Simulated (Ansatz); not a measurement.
β-phase InSe (model structure)

Computed with LDA (Ansatz, an electronic-structure program, plane waves, PAW).

Run with plane-wave cutoff 500 eV, 12×12×2 k mesh (along the axes of the cell as run), gaussian smearing 0.02 eV, scalar-relativistic PAW data made under PBE.

Cell (relaxed at this level):

InSe is modelled in the hexagonal space group P6₃/mmc (No. 194), Pearson symbol hP8. Cell: a = b = 3.966 Å, c = 16.458 Å, α = β = 90.00°, γ = 120.00°. In on 4f has 3 Se at 2.619 Å (trigonal pyramidal). Se on 4f is coordinated by 3 In at 2.619 Å (trigonal pyramidal). (Neighbours: up to the widest gap in distance over summed covalent radii, below 1.35, at either atom; cation-cation and far metal-metal contacts left out.)

For β-phase InSe (model structure), the band gap comes out as 0.28 eV (on the SCF k mesh).

Note: the relaxation could raise the start's symmetry but not lower it, so the cell can be a saddle point.

Spin–orbit coupling is not included.

Cost on a shared machine: roughly 5 core-minutes.

A model structure was made by putting elements into a prototype or built by hand; it is no filed structure, need not be a known phase, and can be a saddle point held by its symmetry.
